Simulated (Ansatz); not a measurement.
Mg2SnO4 (Pbam, No. 55, 14 atoms in the cell; start mp-755856), treated with G0W0@PBEsol (hard PAW, contour deformation; Ansatz, a program for electronic structure).

The same calculation (at the PBEsol cell, 11.158 Å³/atom) with different numerical settings; throughout: k mesh 2×1×2:

| run | response cutoff (eV) | empty bands | quasiparticle gap on the mesh (eV) | quasiparticle gap at Γ (eV) |
|---|---|---|---|---|
| 1 | 70 | 382 | 4.448 | 4.505 |
| 2 | 105 | 701 | 4.596 | 4.649 |
| 3 | 140 | 1079 | 4.695 | 4.744 |
| 4 | 175 | 1509 | 4.765 | 4.812 |
| 5 | 210 | 1983 | 4.806 | 4.854 |
| 6 | 280 | 3053 | 4.852 | 4.901 |
| 7 | 350 | 4267 | 4.878 | 4.928 |

In the column quasiparticle gap on the mesh (eV) the first row differs from the last by -0.430 and the next to last by -0.026.

The last row is no converged limit: other settings stay fixed.

Spin–orbit coupling is not included.

Note: filled d or f shells below the valence bands can shift G0W0 gaps through exchange with them, which wasn't tested here.

A start named mp-… is a Materials Project structure, which need not be a measured phase.
